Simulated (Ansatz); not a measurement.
Start from ZnSe in the zinc blende structure (space group F-43m, No. 216; a = 5.568 Å). Axes: x, y, z lie along the cube axes.

Level of theory: LDA/PAW in Ansatz (an electronic-structure program), no spin-orbit coupling.

Perturbation: uniaxial strain ε_zz = +1.00 %, all other strain components held at zero; the atoms relax in the strained cell.

Problem. Predict the stress tensor and what it implies for the stiffness.

Solution. Stress of the strained cell less that of the base (GPa, compression positive):
```
  -0.57    0.00    0.00
   0.00   -0.57    0.00
   0.00    0.00   -0.96
```

Then −Δσ_ii/ε with ε = 0.0100 gives relaxed-ion elastic constants: C33 ≈ 96 GPa, C13 ≈ 57 GPa and C23 ≈ 57 GPa.

Stability against distortions was not tested.
